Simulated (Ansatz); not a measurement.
Take MgS in the rock salt structure (space group Fm-3m, No. 225; a = 5.203 Å) as the base. Axes: x, y, z lie along the cube axes.

All numbers come from r2SCAN/PAW in Ansatz (a quantum-chemistry and plane-wave program), scalar-relativistic without spin-orbit coupling.

One thing is altered: every lattice vector is stretched by 2.50 %, atoms relaxed at fixed cell.

Predict the stress tensor and what it implies for the stiffness.

Stress of the strained cell less that of the base (GPa, compression positive):
```
  -5.09    0.00    0.00
   0.00   -5.09    0.00
   0.00    0.00   -5.09
```

Then B = −ΔP/(ΔV/V₀) with ΔV/V₀ = 0.0769 gives secant stiffness values (nonlinear terms included at this strain): B ≈ 66 GPa.

As a check, the harmonic strain energy −½ V₀ Δσ:ε is 21 meV/atom; the computed energy rise is 23 meV/atom.

Stability against distortions was not tested.
